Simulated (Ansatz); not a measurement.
A relaxation of the atoms of TaBeB (P3m1, 3 atoms in the cell) with Ansatz (a program for electronic structure).

Level of theory: LDA (PW92), default PAW files made with PBE (plane waves; Ansatz).

The change in words: one atom moved by 0.15 angstrom; relax: default → atoms; relax.f_tol: default → 0.01 eV/Å. Reference geometry:
```xyz
3
Lattice="3.2401 0.0000 0.0000 -1.6201 2.8061 0.0000 0.0000 0.0000 3.2364" Properties=species:S:1:pos:R:3 pbc="T T T"
Ta     0.0000     0.0000     0.0000
Be     0.0000     1.8707     1.6182
B      1.6201     0.9354     1.6182
```

Reference input (self-consistent single point, DFT, LDA (PW92), plane waves, default PAW files made with PBE): basis.ecutwfc = 30.9 Ry; kpoints.mp_grid.grid = 12 12 10; hamiltonian.xc = lda; hamiltonian.pseudopotentials = {kind: paw} (the program's default PAW files); scf.occupations.method = fermi_dirac; scf.occupations.width = 0.0073 Ry. This run's input differs from it in these lines:

```diff
@@ -6,3 +6,3 @@
   atoms:
-    - { symbol: Ta, position_ang: [0.000000, 0.000000, 0.000000] }
+    - { symbol: Ta, position_ang: [0.000000, 0.000000, 0.149999] }
     - { symbol: Be, position_ang: [-0.000002, 1.870703, 1.618181] }
@@ -18,2 +18,4 @@
   occupations: { method: fermi_dirac, width: 0.0073 Ry }
+relax:
+  f_tol: 0.01
 output:
```

Output (repeated stretches shortened):

```
   [... SCF lines of the steps left out ...]
relax step   1: F+E_penalty+E_count = -9922.57800400 eV  Δ(F+E_penalty+E_count) = +0.000e0 eV  max|allowed force component| = 2.194e0 eV/Å  Δτ_max = 0.0000 Å  (6 SCF iters, dr2 threshold 2.50e-6 eV, accepted)
relax step   2: F+E_penalty+E_count = -9922.73815478 eV  Δ(F+E_penalty+E_count) = -1.602e-1 eV  max|allowed force component| = 1.843e-1 eV/Å  Δτ_max = 0.0965 Å  (6 SCF iters, dr2 threshold 1.00e-4 eV, accepted)
relax step   3: F+E_penalty+E_count = -9922.74178085 eV  Δ(F+E_penalty+E_count) = -3.626e-3 eV  max|allowed force component| = 2.954e-3 eV/Å  Δτ_max = 0.0216 Å  (6 SCF iters, dr2 threshold 2.12e-6 eV, accepted)
relax step   4: F+E_penalty+E_count = -9922.74178085 eV  Δ(F+E_penalty+E_count) = -4.547e-11 eV  max|allowed force component| = 2.955e-3 eV/Å  Δτ_max = 0.0000 Å  (6 SCF iters, accepted)
the relaxation is at rest under the 6 symmetry operations that the run kept from its start: a minimum is not shown …
Stability not checked: this state was not tested for a lower state beside it, because too few of the mixer's solves of this state at the end of the SCF gave a …
Free energy (F): -9922.741781 eV
Internal energy: -9922.733187 eV  (E = F + TS)
E sigma→0 (E₀):  -9922.737484 eV
Entropy (-TS):   -0.008593 eV (-2.864 meV/atom)
Fermi energy:    15.990808 eV
--- Forces (eV/Å), atoms counted from 1 ---
  atom   1  Ta     0.00000000    -0.00000000     0.00189644
   [... lines left out ...]
  F+E_penalty+E_count = -9922.74178085 eV   max|allowed force component| = 2.955e-3 eV/Å
  atoms:
    - { symbol: Ta, position: [9.443152958259655e-35, -1.6777407318806362e-34, 0.015433377063227957] }
    - { symbol: Be, position: [0.3333333333333333, 0.6666666666666667, 0.5155167421875213] }
    - { symbol: B, position: [0.6666666666666667, 0.33333333333333337, 0.5153979098016253] }
```

The run converged.  The full log also holds: “iter 4 did not close the SCF: its close was put off for the readings that it lacked (scf_convergence_deferred on its scf_iter line)”. The full log also holds: “iter 2 did not close the SCF: its close was put off for the readings that it lacked (scf_convergence_deferred on its scf_iter line)”.

Summary of the result:
* **Free energy E − TS (on the zero of these files)**: -9922.7418 eV
* **Fermi level (on the code's own zero)**: 15.99 eV
* **Pressure**: -6.81 GPa
* **Largest force (vector length)**: 0.003 eV/Å
* **Relaxation steps**: 4

The starting cell comes from a database of computed structures (which also holds hypothetical and non-ambient phases and stackings), without a prior relaxation at this level. Its lattice was rescaled by up to half a per cent. For this run, on top of that: one atom moved by 0.15 angstrom. Spin polarisation is off. The relaxation keeps the symmetry of its start, so its end need not be a minimum. Ansatz's pressure includes its estimate of the finite-basis (Pulay) stress.

Keys are those of Ansatz 0.2.
